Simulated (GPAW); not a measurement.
Several settings converged on CuAu (P4mm, 2 atoms in the cell)

```yaml
crystal:
  lattice:
    - [2.81400, 0.00000, 0.00000]
    - [0.00000, 2.81400, 0.00000]
    - [0.00000, 0.00000, 3.68835]
  atoms:
    - { symbol: Cu, position: [0.00000, 0.00000, 0.01356] }
    - { symbol: Au, position: [0.50000, 0.50000, 0.50000] }
```

Base method: PBEsol, GPAW PAW datasets PBEsol (made by gpaw-setup) (plane waves; GPAW).

Base settings: mode = pw; ecut = 850 eV; xc = PBEsol; kpts = 5 5 4; mesh shift (steps) = 0 0 0; occupations.name = fermi-dirac; occupations.width = 0.1 eV; nbands = -8; convergence.density = 1e-05 e/electron; convergence.energy = 1e-05 eV/electron.

The count of work is k-points × plane waves × bands × iterations; it is no time. 

**Shifted k-point meshes**

In this ladder: kpts_shift = 0.5 0.5 0.5.

Only quantities that move along the ladder and can be compared are tabulated.

```tsv
kpts	free energy less the last step's (meV/atom)	pressure (GPa)	largest difference of a force vector from the last step's (eV/Å)	count of work / last
2 2 2	-977.39	-13.84	0.048	0.0030
3 3 3	233.75	1.48	0.007	0.021
5 5 4	68.70	-1.10	0.002	0.036
6 6 5	-22.84	-2.30	0.007	0.064
7 7 6	16.33	-1.84	0.001	0.10
18 18 14	0.00	-1.87	0.000	1.0
```

Coarsest kpts that holds the forces within 0.02 eV/Å of the last step, with all finer ones: 3 3 3, at 0.021 of the last step's count of work; the step before is off by 0.048 eV/Å.

Coarsest kpts that holds the free energy within 5 meV/atom: not settled: the last two steps still differ by 16 meV/atom, over half the tolerance, so the ladder does not show it.

Coarsest kpts that holds the pressure within 1 GPa of the last step, with all finer ones: 5 5 4, at 0.036 of the last step's count of work; the step before is off by 3.4 GPa.

**The width of Fermi-Dirac smearing**

In this ladder: kpts = 8 8 7.

Narrow widths need finer meshes than wide ones, so the last steps can hold mesh noise.

Only quantities that move along the ladder and can be compared are tabulated; pressure and forces are left out, as mesh noise rules them at narrow widths.

```tsv
occupations.width	free energy less the last step's (meV/atom)	energy extrapolated to zero width less the last step's (meV/atom)
1 eV	-750.67	96.23
0.5 eV	-148.35	22.04
0.3 eV	-44.67	1.07
0.1 eV	0.00	0.00
```

Widest occupations.width that holds the energy extrapolated to zero width within 2 meV/atom: not settled: the last two steps still differ by 1.1 meV/atom, over half the tolerance, so the ladder does not show it.

Widest occupations.width that holds the free energy within 5 meV/atom: not settled: the last two steps still differ by 45 meV/atom, over half the tolerance, so the ladder does not show it.

The extrapolation to zero width removes most of the smearing's effect on the energy.

**The setting conv density**

Moved along: convergence.energy, convergence.eigenstates.

The mesh stays at the base's, so the ladder's end is converged at best in this setting alone.

Only quantities that move along the ladder and can be compared are tabulated.

```csv
convergence.density,free energy less the last step's (meV/atom),pressure (GPa),largest difference of a force vector from the last step's (eV/Å)
0.01 e/electron,-0.77,-5.37,0.076
0.001 e/electron,0.00,-2.36,0.032
0.0001 e/electron,0.00,-2.39,0.006
1e-05 e/electron,0.00,-2.35,0.001
1e-06 e/electron,0.00,-2.36,0.000
1e-07 e/electron,0.00,-2.35,0.000
```

Coarsest convergence.density that holds the free energy within 0.5 meV/atom of the last step, with all finer ones: 0.001 e/electron; the step before is off by 0.77 meV/atom.

Coarsest convergence.density that holds the forces within 0.01 eV/Å of the last step, with all finer ones: 0.0001 e/electron; the step before is off by 0.032 eV/Å.

Coarsest convergence.density that holds the pressure within 0.2 GPa of the last step, with all finer ones: 0.001 e/electron; the step before is off by 3.0 GPa.

On the base run: the starting cell has typed, rounded lattice constants, without a prior relaxation at this level. Its lattice was rescaled by up to half a per cent. One atom was moved a little off its site on purpose. Spin polarisation is off. Without a gap this mesh is coarse (it stands for a supercell whose shortest vector is 14 Å).

Left out of this page: 2 runs of the series outside the window shown, repeating another row's setting, or not comparable.
